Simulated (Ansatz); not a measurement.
Cell and atoms of amorphous Si15B15N35:

```xyz
65
Lattice="9.1423 0.0746 -0.2644 0.0746 9.0378 -0.1388 -0.2644 -0.1388 9.8183" Properties=species:S:1:pos:R:3 pbc="T T T"
Si     8.9609     5.7046     5.1806
Si     0.4593     0.6760     5.7752
Si     3.8559     7.3139     2.3582
Si     2.9991     1.6768     6.6852
Si     8.0458     4.1190     9.1231
Si     5.9229     7.0062     4.3378
Si     2.6615     0.8220     3.8629
Si     0.3709     0.1653     0.2448
Si     1.8931     7.0179    -0.0306
Si     4.8667     1.1607     1.5249
Si     8.9762     7.6784     7.2705
Si     7.6295     1.7523     0.5438
Si     3.1231     4.8235     0.6540
Si     6.2440     6.5635     6.8339
Si     6.6532     8.5173     2.0176
B      2.7424     2.7798     2.6085
B      4.6793     4.0874     7.3384
B      4.3481     8.8593     6.2095
B      5.6462     5.2055     2.1937
B      0.3962     3.2323     6.6533
B      8.1485     4.6330     1.9742
B      8.1533     7.7581     4.5933
B      0.8196     5.0893     8.0084
B      4.3045     1.6653     8.4549
B      5.5704     3.4103     0.2825
B      8.5565     6.8114     0.7458
B      7.1610     7.9715     9.2180
B      0.7414     3.3948     3.9897
B      0.8954     3.0235     1.6513
B      1.3014     7.8805     3.8737
N      3.9147     0.4833     7.6988
N      2.0006     2.6666     3.8433
N     -0.0689     3.8432     7.9899
N      0.9332     0.3091     4.2393
N      5.1940     7.6849     5.8917
N      4.9343     6.1796     3.1388
N      4.9033     4.4786     0.9915
N      1.7840     5.3058     9.0368
N      8.5858     5.3299     0.5761
N      7.3844     7.1829     7.9992
N      2.6492     8.0336     3.3218
N      7.0489     8.1272     3.6421
N      4.8370     2.0987     0.0000
N      0.4936     6.0904     6.9966
N      6.9336     4.8561     2.5152
N      7.2653     6.3088     5.3444
N      5.4229     5.1495     7.2836
N      0.2745     6.9154     4.3415
N      2.2681     3.5488     1.4228
N      6.6284     1.2222     1.8218
N      7.2517     7.5157     0.7261
N      3.6336     1.6569     2.5782
N      7.6080     0.3002     9.2544
N      3.1359     6.5214     1.0414
N      1.2043     1.9365     6.6693
N      0.2439     3.9098     5.3633
N      3.5282     0.6986     5.3864
N      4.9348     8.5115     1.7373
N      8.5595     8.6610     5.8775
N      3.9826     2.8955     7.4939
N      7.0219     3.2276    -0.1787
N      1.0943     8.2326     8.6360
N      0.2922     1.8209     0.9928
N      0.0913     3.6848     2.7346
N      0.5661     7.6045     0.9872
```

Method: PBE, scalar-relativistic without spin-orbit coupling (plane waves to 420 eV, PAW; Ansatz, a quantum-chemistry and plane-wave program).

It comes from a melt-quench run on a machine-learned potential (CHGNet), relaxed afterwards by DFT. N atoms were pushed apart under 1.9 Å during the dynamics, to hinder bonds among them. The hot cell started wider than the set density and was brought back towards it in steps. It is the lowest in DFT energy of 2 quenches. It is a model cell: composition and starting density were chosen by hand, and all elements were melted together. No dispersion term was used. Its density started from a set value of 2.20 and ended at 2.20 g/cm³. The quench (nominally 500 K/ps over its main leg) was far faster than any real one, so the model tends to hold more defects than a real film. A cell of this size samples the disorder only roughly. The volume was held where the preparation left it and the shape relaxed, at a PBE pressure of -3.9 GPa (tension). Stress components on the final sampling reach 4.0 GPa. On a 2×2×2 Γ-centred mesh force components of up to 0.14 eV/Å stay, since the relaxation ran on the zone centre alone.

Bonds are counted up to Si-Si 2.60 Å, Si-B 2.28 Å, Si-N 2.10 Å, B-B 1.97 Å, B-N 2.00 Å, N-N 1.70 Å. Two cations that share two anions don't count as bonded, nor two that share one unless they lie closer than Si-Si 2.38 Å, Si-B 2.09 Å, B-B 1.80 Å.

Task: Give the coordination numbers, mean bond lengths and angles.

Result: 
```json
{
 "Mean coordination of Si by anions": "3.93 (2 with 3, 12 with 4, 1 with 5)",
 "Mean coordination of B by anions": "3.00 (1 with 2, 13 with 3, 1 with 4)",
 "Mean coordination of N": "2.97 (2 with 2, 32 with 3, 1 with 4)",
 "Mean Si-N bond": "1.767 Å (spread 0.058 Å, 59 counted)",
 "Mean B-N bond": "1.494 Å (spread 0.085 Å, 45 counted)",
 "Bond angle at Si": "mean 109.6°, spread 15.8°",
 "Bond angle at B": "mean 119.3°, spread 12.8°",
 "Bond angle at N": "mean 115.8°, spread 19.5°"
}
```

Task: Which atoms depart from the most common coordination of their element?

Result: Si2 has 3 (N34 1.65 Å, N59 1.67 Å, N55 1.72 Å); Si5 has 3 (N39 1.69 Å, N61 1.73 Å, N33 1.75 Å); Si7 has 5 (N57 1.76 Å, N52 1.81 Å, N34 1.84 Å, N41 1.87 Å, N32 1.96 Å); B17 has 2 (N47 1.30 Å, N60 1.39 Å); B22 has 4 (N42 1.50 Å, N48 1.57 Å, N59 1.62 Å, N46 1.86 Å); N45 has 2 (B21 1.35 Å, B19 1.37 Å); N46 has 4 (Si1 1.81 Å, Si6 1.82 Å, Si14 1.82 Å, B22 1.86 Å); N47 has 2 (B17 1.30 Å, Si14 1.70 Å).

Task: List the pairs of like atoms that count as bonded by the rules above.

Result: There are none by these rules.
